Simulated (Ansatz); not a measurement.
Take Se (space group P3_121, No. 152; a = 4.507 Å, c = 4.989 Å; made of chains) as the base.

Calculations: Ansatz (a program for electronic structure), r2SCAN, PAW, cutoff 500 eV, scalar-relativistic without spin-orbit coupling, earlier PAW set.

Base values:

The gap character is indirect, L → H and the volume per atom is 29.25 Å³.

It is then changed as follows: cell and atoms relaxed at a pressure of 2.1 GPa.

Question: Estimate the effect on the gap character and volume per atom.

Answer: The gap character changes from indirect, L → H to indirect, L–H (50 % along) → H; the volume per atom falls by 3.79 Å³ to 25.46 Å³.

Load acts through the strain it causes; cell and atoms are relaxed under it. Stability against distortions was not tested. No dispersion term is included, though the crystal is made of layers, chains or molecules, so its spacings can come out too wide.
